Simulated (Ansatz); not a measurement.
Tunnelling through a barrier is set by its complex band structure: the current falls as exp(−2κd) with the smallest κ.

Given:

```xyz
5
Lattice="3.9308 0.0000 0.0000 0.0000 6.1120 0.0000 1.9654 0.0000 3.4042" Properties=species:S:1:pos:R:3 pbc="T T T"
La     3.9308     1.5050     2.2694
La     1.9654     4.6069     1.1347
O      3.9308     3.9476     2.2694
O      1.9654     2.1643     1.1347
O      0.0000     0.0000     0.0000
```

The cell is taken as given; by r2SCAN it stands under a pressure of 0.6 GPa.

Transport runs along the normal of the first two printed cell vectors, the (100) plane of the conventional cell.

The gap is the functional's own, uncorrected, and κ follows it; spin-orbit coupling is left out. Mid-gap means the computed energy nearest the middle.

Q: Compute, with Ansatz (a quantum-chemistry and plane-wave program) with r2SCAN, the band gap and the smallest decay constant κ at mid-gap.

A: Gap 4.26 eV on a 10×6×10 mesh; κ = 0.408 1/Å, at the zone centre.
